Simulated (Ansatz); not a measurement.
Data:

End structure of a constructed model of the (111) surface of fcc Pd, (√3x√3)R30° surface alloy, Bi on one Pd site of the top plane (bottom of the slab: a bare face, its two planes held):

```
CELL_PARAMETERS angstrom
      4.18292     2.41501     0.00000
     -4.18292     2.41501     0.00000
      0.00000     0.00000    27.50000
ATOMIC_POSITIONS crystal
  Pd 0.00000 0.66667 0.29268
  Pd 0.33333 0.33333 0.29268
  Pd 0.66667 0.00000 0.29268
  Pd 0.00000 0.33333 0.37548
  Pd 0.33333 0.00000 0.37548
  Pd 0.66667 0.66667 0.37548
  Pd 0.00000 0.00000 0.45783
  Pd 0.33333 0.66667 0.45817
  Pd 0.66667 0.33333 0.45817
  Pd 0.00000 0.66721 0.54100
  Pd 0.33279 0.33279 0.54100
  Pd 0.66721 0.00000 0.54100
  Pd 0.00000 0.33286 0.62423
  Pd 0.33286 0.00000 0.62423
  Pd 0.66714 0.66714 0.62423
  Bi 0.00000 0.00000 0.71538
  Pd 0.33333 0.66667 0.70794
  Pd 0.66667 0.33333 0.70794
```

Slab: 18 atoms, 11.4 Å thick at the start; k 9x9x1, smearing 0.1 eV, dipole-corrected; 6 atoms held, the rest relaxed; symmetry of the start imposed; no spin, no spin-orbit, no U. It is one candidate, not shown to be the stable structure of the face.

Problem. What work function of the top face does PBE (Ansatz, a first-principles code) give?

Solution. 4.30 eV
